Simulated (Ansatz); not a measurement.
An Ansatz (a first-principles code) input (PBE (Ansatz, PAW, no spin-orbit coupling), earlier PAW set):

Ansatz 0.2 input:
```yaml
crystal:
  lattice:
    - [4.5415398986, 0, 0]
    - [0, 4.5415398986, 0]
    - [0, 0, 3.1756187107]
  atoms:
    - { symbol: Ir, position: [0, 0, 0] }
    - { symbol: Ir, position: [0.5, 0.5, 0.5] }
    - { symbol: O, position: [0.308440056, 0.308440056, 0] }
    - { symbol: O, position: [0.808440056, 0.191559944, 0.5] }
    - { symbol: O, position: [0.191559944, 0.808440056, 0.5] }
    - { symbol: O, position: [0.691559944, 0.691559944, 0] }
basis: { ecutwfc: 420, ecutrho_ratio: 4, xc_grid: 2, fft_grid_basis: typed }
kpoints: { mp_grid: { grid: [10, 10, 15] } }
hamiltonian:
  xc: pbe
  dispersion: none
  pseudopotentials: { azcp: { folder: ./paw }, kind: paw }
scf: { occupations: { method: fermi_dirac, width: 0.05 } }
relax: { f_tol: 0.005, max_steps: 50, cell: { stress_tol: 0.01, fix: [a, b, gamma] } }
output: { forces: true, stress: true }
checkpoint: { write: state.ck, write_every: 1000 }
```

### Question
Which symmetry and how many k-points will the program report, and about how many plane waves at Γ?

### Answer
Space group P42/mnm (ITA 136) with 16 operations, k-points 168 of 1500, and 1251 plane waves at Γ.

### Question
And the final pressure?

### Answer
-0.78 GPa (compression positive).

The cells carry an imposed strain or load. Stability against distortions was not tested. No Hubbard U is applied, and correlation can decide whether such a compound is a metal. All final runs are without spin polarisation. The cell was made from IrO2 in the rutile structure (space group P4_2/mnm, No. 136) by this change: biaxial strain +0.27 %, plane normal [001], relaxed out of plane.
